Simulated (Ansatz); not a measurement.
TiO (P-62m), PBEsol, DFPT electron-phonon coupling, linearised Boltzmann equation in Ansatz (an electronic-structure program): phonon-limited resistivity 23.3 μΩ·cm at 300 K, current-weighted mean free path 24 nm.

**Question.** What is the classical skin depth at 10 GHz (nonmagnetic, μ₀ = 1.257×10⁻⁶ H/m)?

**Answer.** δ = √(ρ/(π f μ₀)) = 2430 nm.

**Question.** Estimate the resistivity of a 80 nm square wire with diffuse walls from ρ ≈ ρ₀(1 + 3ℓ/4d).

**Answer.** 1 + 0.75 × 24/80 = 1.23, so ρ ≈ 28.5 μΩ·cm and a line 1 μm long has 44.6 Ω. The formula is the free-electron limit for d well above ℓ; grain boundaries add to it.

A metal at this level (no band gap). Only scattering by harmonic phonons is included (no impurities, grain boundaries, electron-electron scattering or thermal expansion). Spin-orbit coupling is left out. Few carriers conduct, so the values hang on small band overlaps. Halving the electron mesh (20x20x28) moves the resistivity by up to 10 % at 300 K, the mean free path by up to 9 %. Smearing 0.20 eV; phonons on a 3x3x5 q mesh, which this run doesn't test.

Computed structure with no diffraction record at hand here (it may be known, metastable or hypothetical): TiO (P-62m).
